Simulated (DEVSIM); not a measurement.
Structure: Schottky contact on p-type Si, at 300 K.

| layer (left to right) | material | thickness (μm) | Na (cm⁻³) | τn (s) | τp (s) |
|---|---|---|---|---|---|
| 1 | Si | 0.930 | 1.2e15 | 7.4e-5 | 7.4e-5 |
| 2 | Si | 40.0 | 3.3e18 | 7.4e-5 | 7.4e-5 |

Left contact: Schottky, work function 4.674 eV, emission velocity 3.1e6 cm/s. Right contact: ohmic. Voltage is applied to the left contact. Recombination: SRH at mid-gap, radiative. Mobility is constant in doping.

The device is made up for the run: typed textbook-type constants, with dimensions and the other settings drawn at random. Values at 300 K.

| parameter | Si |
|---|---|
| gap (eV) | 1.124 |
| affinity (eV) | 4.05 |
| permittivity | 11.7 |
| Nc (cm⁻³) | 2.86e19 |
| Nv (cm⁻³) | 3.1e19 |
| μn (cm²/Vs) | 1417 |
| μp (cm²/Vs) | 470 |
| B (cm³/s) | 4.7e-15 |

DEVSIM, 1D drift-diffusion, Boltzmann statistics, complete ionisation; no tunnelling, impact ionisation, image-force lowering or self-heating. Metal contacts follow the ideal Schottky-Mott rule: no Fermi-level pinning, no interface dipoles.

**Question.** Tabulate band edges, carrier densities and field at zero bias.

**Answer.** Energies count from the Fermi level of the right contact; mesh points crowd at the junctions.

```json
[
 {"x (μm)": "0.000", "Ec (eV)": "0.624", "Ev (eV)": "-0.500", "n (cm⁻³)": "9.4e8", "p (cm⁻³)": "1.2e11", "field (V/cm)": "8900"},
 {"x (μm)": "0.03177", "Ec (eV)": "0.651", "Ev (eV)": "-0.473", "n (cm⁻³)": "3.3e8", "p (cm⁻³)": "3.6e11", "field (V/cm)": "8300"},
 {"x (μm)": "0.1033", "Ec (eV)": "0.706", "Ev (eV)": "-0.418", "n (cm⁻³)": "3.9e7", "p (cm⁻³)": "3.0e12", "field (V/cm)": "7000"},
 {"x (μm)": "0.2645", "Ec (eV)": "0.795", "Ev (eV)": "-0.329", "n (cm⁻³)": "1300000", "p (cm⁻³)": "9.1e13", "field (V/cm)": "4100"},
 {"x (μm)": "0.6700", "Ec (eV)": "0.866", "Ev (eV)": "-0.258", "n (cm⁻³)": "80000", "p (cm⁻³)": "1.4e15", "field (V/cm)": "920"},
 {"x (μm)": "0.8287", "Ec (eV)": "0.894", "Ev (eV)": "-0.230", "n (cm⁻³)": "27000", "p (cm⁻³)": "4.3e15", "field (V/cm)": "3600"},
 {"x (μm)": "0.8991", "Ec (eV)": "0.943", "Ev (eV)": "-0.181", "n (cm⁻³)": "4100", "p (cm⁻³)": "2.8e16", "field (V/cm)": "14000"},
 {"x (μm)": "0.9379", "Ec (eV)": "1.065", "Ev (eV)": "-0.059", "n (cm⁻³)": "< 1e2", "p (cm⁻³)": "3.2e18", "field (V/cm)": "3600"},
 {"x (μm)": "0.9812", "Ec (eV)": "1.066", "Ev (eV)": "-0.058", "n (cm⁻³)": "< 1e2", "p (cm⁻³)": "3.3e18", "field (V/cm)": "≈ 0"},
 {"x (μm)": "1.083", "Ec (eV)": "1.066", "Ev (eV)": "-0.058", "n (cm⁻³)": "< 1e2", "p (cm⁻³)": "3.3e18", "field (V/cm)": "≈ 0"},
 {"x (μm)": "1.323", "Ec (eV)": "1.066", "Ev (eV)": "-0.058", "n (cm⁻³)": "< 1e2", "p (cm⁻³)": "3.3e18", "field (V/cm)": "≈ 0"},
 {"x (μm)": "2.267", "Ec (eV)": "1.066", "Ev (eV)": "-0.058", "n (cm⁻³)": "< 1e2", "p (cm⁻³)": "3.3e18", "field (V/cm)": "≈ 0"},
 {"x (μm)": "4.109", "Ec (eV)": "1.066", "Ev (eV)": "-0.058", "n (cm⁻³)": "< 1e2", "p (cm⁻³)": "3.3e18", "field (V/cm)": "≈ 0"},
 {"x (μm)": "8.447", "Ec (eV)": "1.066", "Ev (eV)": "-0.058", "n (cm⁻³)": "< 1e2", "p (cm⁻³)": "3.3e18", "field (V/cm)": "≈ 0"},
 {"x (μm)": "23.94", "Ec (eV)": "1.066", "Ev (eV)": "-0.058", "n (cm⁻³)": "< 1e2", "p (cm⁻³)": "3.3e18", "field (V/cm)": "≈ 0"},
 {"x (μm)": "33.73", "Ec (eV)": "1.066", "Ev (eV)": "-0.058", "n (cm⁻³)": "< 1e2", "p (cm⁻³)": "3.3e18", "field (V/cm)": "≈ 0"},
 {"x (μm)": "37.88", "Ec (eV)": "1.066", "Ev (eV)": "-0.058", "n (cm⁻³)": "< 1e2", "p (cm⁻³)": "3.3e18", "field (V/cm)": "≈ 0"},
 {"x (μm)": "39.65", "Ec (eV)": "1.066", "Ev (eV)": "-0.058", "n (cm⁻³)": "< 1e2", "p (cm⁻³)": "3.3e18", "field (V/cm)": "≈ 0"},
 {"x (μm)": "40.54", "Ec (eV)": "1.066", "Ev (eV)": "-0.058", "n (cm⁻³)": "< 1e2", "p (cm⁻³)": "3.3e18", "field (V/cm)": "≈ 0"},
 {"x (μm)": "40.78", "Ec (eV)": "1.066", "Ev (eV)": "-0.058", "n (cm⁻³)": "< 1e2", "p (cm⁻³)": "3.3e18", "field (V/cm)": "≈ 0"},
 {"x (μm)": "40.88", "Ec (eV)": "1.066", "Ev (eV)": "-0.058", "n (cm⁻³)": "< 1e2", "p (cm⁻³)": "3.3e18", "field (V/cm)": "≈ 0"},
 {"x (μm)": "40.93", "Ec (eV)": "1.066", "Ev (eV)": "-0.058", "n (cm⁻³)": "< 1e2", "p (cm⁻³)": "3.3e18", "field (V/cm)": "≈ 0"}
]
```
